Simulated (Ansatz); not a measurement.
The starting structures come from a database of crystals and need not be the phases stable at ambient conditions.

 Where the default PAW files enter, the runs use the earlier of Ansatz's two default sets.

Inside the gap of an insulator the Bloch states are evanescent, with a wavenumber k + iκ along the transport direction.

Consider the following.

```
CrMgO4
1.0
    4.98641     0.00000     0.00000
   -1.96818     4.58155     0.00000
    0.00000     0.00000     6.33675
Mg Cr O
2 2 8
Cartesian
  0.00000   0.00000   0.00000
  0.00000   0.00000   3.16837
  2.49264   1.64285   4.75256
  0.52560   2.93870   1.58419
  0.93250   1.01206   4.75256
  2.08573   3.56949   1.58419
  0.56183   1.25626   1.58419
  2.45641   3.32529   4.75256
  3.27259   1.12903   6.07029
 -0.25436   3.45252   0.26646
 -0.25436   3.45252   2.90191
  3.27259   1.12903   3.43484
```

Space group of this cell: Cmcm. The cell is taken as given; by r2SCAN its mean pressure is -1.6 GPa.

Transport runs along the normal of the first two printed cell vectors.

No gap correction and no spin-orbit coupling; mid-gap values are interpolated between computed energies.

### Question
State the band gap and the smallest decay constant κ at mid-gap according to r2SCAN in Ansatz (an electronic-structure program).

### Answer
Gap 2.63 eV on a 8×8×6 mesh; κ = 0.532 1/Å, at (0.500, 0.500) of the in-plane reciprocal vectors. At the zone centre, at the nearest computed energy, the slowest state has κ = 0.59 1/Å.
